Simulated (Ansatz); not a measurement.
We consider Ca2Nb2O7 (Fd-3m, No. 227, 22 atoms in the cell; start mp-4155), described by PBEsol+SOC (plane waves, PAW; Ansatz, an electronic-structure program).

Settings: plane-wave cutoff 520 eV, 6×6×6 k mesh, Fermi–Dirac smearing 0.01 eV, PAW data made under PBE.

Cell (relaxed with PBEsol):

Space group Fd-3m, origin choice 1 (No. 227); a = b = c = 10.401 Å, α = β = γ = 90.00°

```tsv
atom	site	symmetry	x	y	z
Ca	16d	.-3m	0.6250	0.6250	0.6250
Nb	16c	.-3m	0.1250	0.1250	0.1250
O	8b	-43m	0.5000	0.5000	0.5000
O	48f	2.mm	0.0000	0.0000	0.1928
```
(The calculation used a cell of 22 atoms; values per cell refer to that cell.)

Task: Predict the band gap.

Result: 
- band gap = 1.70 eV (direct)

Static lattice: no zero-point or thermal effects.

The result took about 21 core-minutes (a rough figure).

A start named mp-… is a Materials Project structure, which need not be a measured phase.
